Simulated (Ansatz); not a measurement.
AlN (model structure, started from the BeO type, P4₂/mnm, No. 136, 8 atoms in the cell)

Method: r²SCAN in Ansatz (plane waves, PAW).

Numerical settings: plane-wave cutoff 560 eV, 6×6×12 k mesh (along the axes of the cell as run), Fermi–Dirac smearing 0.01 eV, scalar-relativistic PAW data made under PBE.

Cell (relaxed at this level):

AlN is taken in the tetragonal space group P4₂/mnm (No. 136), Pearson symbol tP8. Conventional cell: a = b = 5.2854 Å, c = 3.0997 Å, α = β = γ = 90.00°. Al on 4g sees 4 N at 1.863–1.912 Å. N on 4f has 4 Al at 1.863–1.912 Å. (Neighbours: up to the widest gap in distance over summed covalent radii, below 1.35, at either atom; cation-cation and far metal-metal contacts left out.)

For AlN (model structure, started from the BeO type, P4₂/mnm, No. 136, 8 atoms in the cell), the band gap is 4.49 eV (on the SCF k mesh) and the bulk modulus is 197 GPa.

Note: the bulk modulus is −V dP/dV from two relaxed cells at ±2 % in volume; the relaxation could raise the start's symmetry but not lower it, so the cell can be a saddle point.

Computed values are for the static lattice.

A model structure was made by putting elements into a prototype or built by hand; it is no filed structure, need not be a known phase, and can be a saddle point held by its symmetry.

Ansatz is a program for electronic structure.
